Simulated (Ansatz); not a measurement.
Pressure series in hypothetical P-6m2 GaN

The parent structure is GaN (space group P-6m2, No. 187; a hypothetical phase, not in the database extracts checked).

```cif
data_GaN
_chemical_formula_sum 'Ga1 N1'
_space_group_name_H-M_alt 'P 1'
_space_group_IT_number 1
_cell_length_a 2.97984
_cell_length_b 2.97984
_cell_length_c 2.68454
_cell_angle_alpha 90.000
_cell_angle_beta 90.000
_cell_angle_gamma 120.000
loop_
_space_group_symop_operation_xyz
  'x, y, z'
loop_
_atom_site_label
_atom_site_type_symbol
_atom_site_fract_x
_atom_site_fract_y
_atom_site_fract_z
_atom_site_occupancy
Ga1 Ga 0.00000 0.00000 0.00000 1
N1 N 0.33333 0.66667 0.50000 1
```

Cell and atoms are relaxed at each pressure.

The values are results of Ansatz (a program for electronic structure), PBE, PAW, cutoff 420 eV, no SOC, not measurements.

| P (GPa) | V (Å³/atom) |
|---|---|
| -1.98 | 10.448 |
| -1.00 | 10.384 |
| 0.29 | 10.304 |
| 0.69 | 10.280 |
| 1.49 | 10.233 |
| 3.00 | 10.147 |
| 5.00 | 10.039 |
| 7.50 | 9.913 |
| 10.00 | 9.795 |

Task: Fit a third-order Birch–Murnaghan equation of state.

Result: Least squares on P(V) = (3B₀/2)[(V₀/V)^(7/3) − (V₀/V)^(5/3)]·[1 + (3/4)(B₀′ − 4)((V₀/V)^(2/3) − 1)] gives V₀ = 10.32 Å³/atom, B₀ = 168 GPa and B₀′ = 5.0.

Load acts through the strain it causes; cell and atoms are relaxed under it. No phonon test of stability was made. Competing high-pressure phases were not computed. The final runs are not spin-polarised.
